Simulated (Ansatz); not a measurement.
AlB2-type ZrB2 was calculated with PBE-D3(BJ) (plane waves, PAW; Ansatz, a quantum-chemistry and plane-wave program).

Run with plane-wave cutoff 520 eV, 24×24×16 k mesh (along the axes of the cell as run), Fermi–Dirac smearing 0.05 eV, scalar-relativistic PAW data made under PBE.

Energies at three volumes about the minimum:

| V (Å³/atom) | E − E_lowest (meV/atom) |
|---|---|
| 9.818 | 3.23 |
| 10.018 | 0.00 |
| 10.218 | 3.03 |

Question: Fit a parabola by hand: where is the minimum, and what is the bulk modulus?

Answer: Slopes: (0.00 − 3.23)/(10.018 − 9.818) = -16.150 and (3.03 − 0.00)/(10.218 − 10.018) = 15.150 meV/Å³. Curvature E″ = 2 × (15.150 − (-16.150))/(10.218 − 9.818) = 156.500 meV/Å⁶. From the middle of the first interval, the slope vanishes at V0 = 9.9180 − (-16.150)/156.500 = 10.021 Å³/atom. B = V0 E″ = 10.021 × 156.500 meV/Å³ × 0.1602 GPa per meV/Å³ = 251 GPa. The full Birch–Murnaghan fit to all volumes gives V0 = 10.018 Å³/atom and B0 = 250 GPa.

Shape and atoms are relaxed at each volume.

Note: the bulk modulus comes from volumes at which shape and atoms were relaxed.
